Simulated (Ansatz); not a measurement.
For Cu₃Pd (Pm-3m, No. 221), LDA (PAW; Ansatz, a program for electronic structure) gives:

```
Property                   Result
-------------------  ------------
lattice parameter a       3.612 Å
cohesive energy      4.78 eV/atom
```

### Question
What does r²SCAN+rVV10 (PAW; Ansatz) give for the same quantities?

### Answer

- lattice constant a: 3.656 Å (goes up by 1.2 %)
- cohesive energy: 4.31 eV/atom (shrinks by 0.47 eV/atom)

Changes are worked out from the printed values.

Unless a cell is named, each level is at its own relaxed cell (LDA 11.78, r²SCAN+rVV10 12.22 Å³/atom).

The crystal itself was run without spin with LDA, r²SCAN+rVV10; a magnetic state was not tried in these runs.

Caveats: the relaxation could not lower the start's symmetry, so the cell can be a saddle point above a distorted one (LDA, r²SCAN+rVV10). Ansatz's density-functional and Hartree–Fock values are scalar-relativistic unless marked +SOC, with PAW data made under PBE.
